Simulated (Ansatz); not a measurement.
**HgS (model structure, started from the NiAs type, P6₃/mmc, No. 194, 4 atoms in the cell): properties by level of theory**

```json
[
 {"level (code)": "PBE (Ansatz)", "lattice parameter a (Å)": "3.911", "lattice parameter c (Å)": "6.684"},
 {"level (code)": "PBEsol (Ansatz)", "lattice parameter a (Å)": "?", "lattice parameter c (Å)": "6.571"},
 {"level (code)": "PBE-D3(BJ) (Ansatz)", "lattice parameter a (Å)": "?", "lattice parameter c (Å)": "?"}
]
```

### Question
Some entries are withheld; supply them.

### Answer

- PBEsol (Ansatz, a first-principles code), lattice parameter a (Å): 3.824
- PBE-D3(BJ) (Ansatz), lattice parameter a (Å): 3.842
- PBE-D3(BJ) (Ansatz), lattice parameter c (Å): 6.636

Ansatz's density-functional and Hartree–Fock values are scalar-relativistic unless marked +SOC, with PAW data made under PBE.

The computed numbers hold no vibrational or temperature effects.

A model structure was made by putting elements into a prototype or built by hand; it is no filed structure, need not be a known phase, and can be a saddle point held by its symmetry.
